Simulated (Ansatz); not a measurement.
**TiTe₂ (model structure, started from the CdCl2 type, R-3m, No. 166, 3 atoms in the cell)**

These are PBE-D3(BJ) (Ansatz, an electronic-structure program, plane waves, PAW) values and carry that method's errors.

Settings: plane-wave cutoff 500 eV, 12×12×12 k mesh, Fermi–Dirac smearing 0.05 eV, no spin polarisation, scalar-relativistic PAW data made under PBE.

Cell (relaxed at this level):

```
CELL_PARAMETERS angstrom
      1.83602     1.06003     6.71570
     -1.83602     1.06003     6.71570
      0.00000    -2.12006     6.71570
ATOMIC_POSITIONS crystal
  Ti 0.00000 0.00000 0.00000
  Te 0.24622 0.24622 0.24622
  Te 0.75378 0.75378 0.75378
```

* **band gap**: zero (no gap)

Note: the relaxation could raise the start's symmetry but not lower it, so the cell can be a saddle point.

Spin–orbit coupling is not included.

The computed numbers hold no vibrational or temperature effects.

It cost very roughly 4 core-minutes of CPU time.

A model structure was made by putting elements into a prototype or built by hand; it is no filed structure, need not be a known phase, and can be a saddle point held by its symmetry.
